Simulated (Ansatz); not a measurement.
# A computed series for Mg2Sn: response to strain

Take Mg2Sn (space group Fm-3m, No. 225; a = 6.7471 Å; relaxed with 0.1 eV smearing) as the base.

Strains are applied to the cell and any free atomic positions relax.

Calculations: DFT with PBEsol, PAW potentials and a 420 eV plane-wave cutoff in Ansatz (a quantum-chemistry and plane-wave program), spin-orbit coupling left out.

Notes on the quantities. energy relative to the base: free energy F.

```csv
change,pressure,energy relative to the base,shortest interatomic distance
base,0.0 GPa,0 meV/atom,5.521 bohr
isotropic strain −3.00 %,___,___,5.355 bohr
isotropic strain −2.00 %,3.0 GPa,+13 meV/atom,5.411 bohr
isotropic strain −1.00 %,1.4 GPa,+3.2 meV/atom,5.466 bohr
isotropic strain −0.50 %,0.7 GPa,+0.8 meV/atom,5.493 bohr
isotropic strain +0.50 %,-0.6 GPa,+0.8 meV/atom,5.549 bohr
isotropic strain +1.00 %,-1.2 GPa,+3.0 meV/atom,5.576 bohr
isotropic strain +1.50 %,-1.8 GPa,+6.7 meV/atom,5.604 bohr
isotropic strain +2.00 %,-2.3 GPa,+12 meV/atom,5.631 bohr
isotropic strain +2.50 %,-2.7 GPa,+18 meV/atom,5.659 bohr
```

### Question
Some entries are withheld; estimate them.

### Answer

- isotropic strain −3.00 %, pressure: 4.8 GPa
- isotropic strain −3.00 %, energy relative to the base: +31 meV/atom

Whether these cells are dynamically stable was not tested.
